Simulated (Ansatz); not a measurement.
P on the W site (P_W) in bcc W (start: the W site; 54-site cell, 4×4×4 shifted sampling), impurity bounded by its compound with the host (Δμ(W) = 0.00 eV, Δμ(P) = -0.78 eV, bounded by PW (Pnma); only phases computed here count, gases as isolated molecules at 0 K). Calculation: PBE, PAW (plane waves to 420 eV; Ansatz, a first-principles code). In charge state 0 (not spin-polarised) the formation energy is 1.85 eV. The crystal has 6.19 × 10^22 W sites per cm³.

Q: Estimate the equilibrium concentration at 1300 K in the dilute limit, leaving out vibrational entropy and degeneracy.

A: kT = 0.1120 eV; c = N exp(−E_f / kT) = 6.19 × 10^22 × exp(−16.5) ≈ 4 × 10^15 cm^-3. An error of 0.2 eV in E_f moves this by a factor of 6.
